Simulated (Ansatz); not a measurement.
## InAs (model structure, started from the h-BN type, P6₃/mmc, No. 194, 4 atoms in the cell): properties by level of theory

```tsv
level (code)	equilibrium lattice constant a (Å)	lattice parameter c (Å)
PBE (Ansatz)	4.716	5.928
PBEsol (Ansatz)	4.649	5.795
PBE-D3(BJ) (Ansatz)	4.654	5.855
```

Ansatz's density-functional and Hartree–Fock values are scalar-relativistic unless marked +SOC, with PAW data made under PBE.

Static lattice: no zero-point or thermal effects.

A model structure was made by putting elements into a prototype or built by hand; it is no filed structure, need not be a known phase, and can be a saddle point held by its symmetry.

Ansatz is a program for electronic structure.
